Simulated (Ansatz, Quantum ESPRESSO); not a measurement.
One structure in several programs: PbS2 (I4/mcm, 6 atoms in the cell)

Self-consistent single point.

```
PbS2
1.0
   -3.07497     3.07497     3.77660
    3.07497    -3.07497     3.77660
    3.07497     3.07497    -3.77660
Pb S
2 4
Direct
  0.75000   0.75000   0.00000
  0.25000   0.25000   0.00000
  0.11903   0.61903   0.73806
  0.88097   0.38097   0.26194
  0.61903   0.88097   0.50000
  0.38097   0.11903   0.50000
```

Shared settings, as Ansatz (a program for electronic structure) writes them: kpoints.mp_grid.grid = 4 4 4; magnetization.spin_orbit = true; scf.occupations.method = fermi_dirac; scf.occupations.width = 0.0037 Ry. Potentials and cutoffs stand in the table.

```json
[
 {"code": "Quantum ESPRESSO", "model": "LDA (PZ), spin-orbit coupling, PseudoDojo fully relativistic norm-conserving (PBE) pseudopotentials", "pressure (GPa)": "-3.13", "largest force (eV/Å)": "0.177", "cutoff": "60 Ry"},
 {"code": "Ansatz", "model": "LDA (PW92) with spin-orbit coupling, PAW files made with PBE", "pressure (GPa)": "-3.72", "largest force (eV/Å)": "0.061", "cutoff": "default"}
]
```

No clean gap comes from Quantum ESPRESSO and Ansatz: levels at the Fermi energy touch, overlap or are partly filled at this smearing.

The spread over the programs that give each value: pressure within 0.59 GPa; largest force within 0.116 eV/Å.

Ansatz's pressure is given at a fixed set of plane waves, as the other plane-wave codes print theirs; with its correction for the finite basis it is -3.66 GPa. The same LDA comes in different parametrisations, which differ slightly.

The starting cell comes from a database of computed structures (which also holds hypothetical and non-ambient phases and stackings), without a prior relaxation at this level.

Keys are those of Ansatz 0.2.
